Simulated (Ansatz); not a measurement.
BeS: energy against strain

BeS (zinc blende, F-43m, 14.425 Å³/atom at rest) under an equal strain ε in the (001) plane with the normal axis free, as in a coherent film. r2SCAN in Ansatz, a plane-wave DFT program (PAW, default set), 500 eV, 12×12×12 Γ-centred mesh, Fermi-Dirac smearing 0.05 eV; ions are relaxed within the symmetry of each cell.

Here s stands for strain and y for E less E0.

```csv
strain (%),E less E0 (meV/atom)
-3.00,?
-1.50,3.75
-1.00,1.65
-0.50,0.41
0.00,0.00
0.50,0.40
1.00,1.58
1.50,3.51
```

Fit y of the 7 rows that show it with a parabola. Least squares gives y = 0.001 - 0.0621·s + 1.6129·s². Residuals (row less fit): 0.027, -0.026, -0.025, -0.001, 0.027, 0.028, -0.027; standard error 0.033 (degrees of freedom: 4). Twice the quadratic coefficient over the volume, 2 × 1.6129 meV × 10⁴ × 0.1602 / 14.425 Å³, is twice the biaxial elastic modulus of this plane = 358 ± 3 GPa.

Problem. What does the fit predict for y at s = -3.00, and how far is the calculated value from it?

Solution. y = 0.001 - 0.0621 × (-3.0) + 1.6129 × (-3.0)² = 14.703 meV/atom. The calculation gives 15.56 meV/atom, 0.857 meV/atom above the prediction (5.5 % of the range of y in the table). The row lies outside the fitted rows, so this is an extrapolation. From the scatter of the fitted rows alone, a prediction at this place has a standard error of 0.125 meV/atom, so the miss is 6.9 times that.

One order more, fitted to all 13 runs of the series, follows each within 0.01, so the miss is the next term of a smooth law. Rows are the converged runs of the series near zero and its far end; series whose fitted rows scatter by over a few per cent of the range, as at a crossing or softening among them, aren't shown in this form. Most that stay on the fit to the last digits aren't either.
